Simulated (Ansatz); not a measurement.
For ZrCu (Pm-3m, No. 221; start mp-2210), LDA (PAW; Ansatz, a first-principles code) gives:

| Item | Result |
|---|---|
| lattice constant a | 3.194 Å |
| enthalpy of formation | -0.118 eV/atom |

Q: What does r²SCAN (plane waves, PAW; Ansatz) give for the same quantities?

A: 
- lattice constant a: 3.256 Å (increases by 1.9 %)
- formation enthalpy: -0.099 eV/atom (moves by +0.019 eV/atom)

Changes are worked out from the printed values.

Unless a cell is named, each level is at its own relaxed cell (LDA 16.29, r²SCAN 17.26 Å³/atom).

Caveats: the relaxation could not lower the start's symmetry, so the cell can be a saddle point above a distorted one (LDA, r²SCAN). Ansatz's density-functional and Hartree–Fock values are scalar-relativistic unless marked +SOC, with PAW data made under PBE.

A start named mp-… is a Materials Project structure, which can be a computed phase never made.
